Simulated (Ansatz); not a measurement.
A user runs Ansatz (a quantum-chemistry and plane-wave program) on Sr (Fd-3m, 2 atoms in the cell) and asks whether the run is sound. The aim is a self-consistent single point with DFT, PBE, plane waves, default PAW files.

Cell that was meant: a = 5.5799 Å, b = 5.5799 Å, c = 5.5799 Å, α = 60.00°, β = 60.00°, γ = 60.00°.

Part of the input:

Ansatz 0.2 input:
```yaml
# Sr
crystal:
  lattice:
    - [0.000000, 7.456134, 7.456134]
    - [7.456134, 0.000000, 7.456134]
    - [7.456134, 7.456134, 0.000000]
  atoms:
    - { symbol: Sr, position: [0.750000, 0.750000, 0.750000] }
    - { symbol: Sr, position: [0.500000, 0.500000, 0.500000] }
kpoints:
  mp_grid: { grid: [6, 6, 6] }
hamiltonian:
```

The program printed (abridged):

```
WARN basis.ecutwfc = 420 eV, the default
WARN ansatz: RAYON_NUM_THREADS=1 ignored (pool sized by the plan → 1); use --threads N
   [... lines left out ...]
Symmetry: 48 space group operations
Space group: Fd-3m (ITA 227), of the structure as read, at distance tolerance 9.4e-5 Å
k-points: 16 of 216
Initial density: superposition of atomic densities (neutral atoms: chi_scale 0, normalization atom), corrected by the library's trained network
Initial wavefunctions: pseudopotential atomic-orbital guess
Eigensolver: davidson
Functional: x = pbe(κ = 0.804, μ = 0.2195149727645171), c = pbe(β = 0.06672455060314922)
SCF iter   1: F=—  HF=-7085.396409 eV  |F-HF|=—  |Δ(HF+E_count)|=         —  Δρ=3.75e-4  dr2=4.55e-3  ethr=1.77e-3  ⟨swp⟩=8.4  Hψ=1815  notcnv=0
all-band conjugate gradients solve this SCF's bands
preconditioner: auto → Resta (q_TF=auto, 1.467 Å⁻¹)
SCF iter   2: F=—  HF=-7085.399826 eV  |F-HF|=—  |Δ(HF+E_count)|=   3.42e-3  Δρ=2.88e-4  dr2=2.42e-3  ethr=2.27e-5  ⟨swp⟩=2.5  Hψ=515  notcnv=0
SCF iter   3: F=—  HF=-7085.403500 eV  |F-HF|=—  |Δ(HF+E_count)|=   3.67e-3  Δρ=1.36e-4  dr2=2.83e-4  ethr=1.21e-5  ⟨swp⟩=2.0  Hψ=255  notcnv=0
SCF iter   4: F=—  HF=-7085.403834 eV  |F-HF|=—  |Δ(HF+E_count)|=   3.34e-4  Δρ=9.15e-5  dr2=3.34e-5  ethr=1.41e-6  ⟨swp⟩=2.6  Hψ=293  notcnv=0
SCF iter   5: F=—  HF=-7085.403736 eV  |F-HF|=—  |Δ(HF+E_count)|=   9.77e-5  Δρ=5.57e-6  dr2=6.47e-7  ethr=1.67e-7  ⟨swp⟩=3.0  Hψ=360  notcnv=0
SCF iter   6: F=-7085.403737 eV  HF=-7085.403737 eV  |F-HF|=4.13e-10  |Δ(HF+E_count)|=   7.90e-7  Δρ=5.36e-6  dr2=9.40e-8  ethr=5.00e-10  ⟨swp⟩=18.6  Hψ=2130  notcnv=0
SCF 1 converged in 6 iterations: F = -7085.403737 eV  dr2 = 9.40e-8
Free energy (F): -7085.403737 eV
Internal energy: -7085.403737 eV  (E = F + TS)
E sigma→0 (E₀):  -7085.403737 eV
Fermi energy:    -1.270366 eV
--- Forces (eV/Å), atoms counted from 1 ---
  atom   1  Sr     0.00000000     0.00000000     0.00000000
  atom   2  Sr     0.00000000    -0.00000000     0.00000000
--- Stress (GPa, compression-positive) ---
       -0.098250       0.000000       0.000000
       -0.000000      -0.098250       0.000000
       -0.000000       0.000000      -0.098250
  P = ⅓ Tr σ = -0.0982 GPa (-0.982 kbar)
  The stress holds the Pulay correction. Without it, at fixed plane waves, as pw.x and ABINIT print it: P = -0.0984 GPa
```

### Question
Can these results be used? Check the input.

### Answer
The run is not sound. The fault is this: lattice typed in bohr, read as angstrom. Bohr and ångström differ by a factor of 1.89; the cell that the program reads is then far too large or far too small. To fix it, give the lengths in the unit that the key or card expects. The run converged in 6 iterations without an error; against the sound input the free energy goes up by 271 meV/atom, the pressure goes from 2.30 to -0.10 GPa and a clean gap of 1.03 eV is found on the mesh, where there was none.

An input that runs soundly differs in these lines (not the only fix; some lines may just follow from the change or write a value another way):
```diff
-    - [0.000000, 7.456134, 7.456134]
-    - [7.456134, 0.000000, 7.456134]
-    - [7.456134, 7.456134, 0.000000]
+    - [0.000000, 3.945616, 3.945616]
+    - [3.945616, 0.000000, 3.945616]
+    - [3.945616, 3.945616, 0.000000]
```

With that input, the run converged in 7 iterations: free energy E − TS (on the zero of these files) -7085.9448 eV; Fermi level (on the code's own zero) 4.07 eV; pressure 2.30 GPa (DFT, PBE, plane waves, default PAW files).

On the sound input: the starting cell was generated: these elements placed on a structure prototype, without a prior relaxation; it need not be a known phase or ordering of this composition. Ansatz's pressure includes its estimate of the finite-basis (Pulay) stress.
